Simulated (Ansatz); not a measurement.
The reference is WSi₂ (space group I4/mmm, No. 139; a = 3.2292 Å, c = 7.8702 Å; relaxed with 0.1 eV smearing). Axes: x, y, z lie along a, b, c of the conventional cell.

Level of theory: PBE in Ansatz (plane waves to 420 eV, PAW, no spin-orbit coupling), earlier PAW set.

Before the change:

```
Item        Value
--------  -------
Pressure  0.0 GPa
```

The change: biaxial strain +4.10 %, plane normal [001], relaxed out of plane (Cartesian); in-plane vectors clamped, the third vector and the atoms free.

### Question
How does this affect the pressure?

### Answer
The pressure (mean of the normal stresses, compression positive) goes from zero to -11.4 GPa.

### Question
What happens to the ratio −ε⊥/ε∥?

### Answer
The ratio −ε⊥/ε∥ is 0.30.

### Question
Predict the new energy relative to the base.

### Answer
The energy grows by 65 meV/atom.

Stability against distortions was not tested. The final runs are not spin-polarised.

Ansatz is a first-principles code.
